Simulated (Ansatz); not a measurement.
## Carrier properties of InP under load (space group F-43m)

Input:

```
InP
1.0
    0.00000     2.87687     2.87687
    2.87687     0.00000     2.87687
    2.87687     2.87687     0.00000
In P
1 1
Direct
  0.00000   0.00000   0.00000
  0.25000   0.25000   0.25000
```

These are PBEsol with spin-orbit coupling, rigid bands (plane waves, PAW; Ansatz, an electronic-structure program) values and carry that method's errors. Condition of this run: hydrostatic pressure 5 GPa (the target of the relaxation). Cell: cell and atoms relaxed with PBEsol, then loaded as said.

```yaml
band_gap: 0.88 eV
electron conductivity mass (300 K, dilute): 0.081 mₑ
hole conductivity mass (300 K, dilute): 0.52 mₑ
effective density of states N_c (300 K): 5.2e17 cm⁻³
effective density of states N_v (300 K): 2.1e19 cm⁻³
density_of_states_mass_electrons: 0.075 mₑ
density_of_states_mass_holes: 0.89 mₑ
Seebeck coefficient, n-type 1e19 cm⁻³, 300 K: -55 μV/K
Seebeck coefficient, p-type 1e19 cm⁻³, 300 K: 310 μV/K
best p-type power factor at 300 K for τ = 10 fs (best axis; densities from 1e16 to 1e21 cm⁻³ tried, whether or not they can be reached): 13.2 μW/(cm·K²) at 3e20 cm⁻³
```

Rigid bands; masses and Seebeck coefficients take one relaxation time τ for all states and one kind of carrier; polarons and phonon drag are left out.
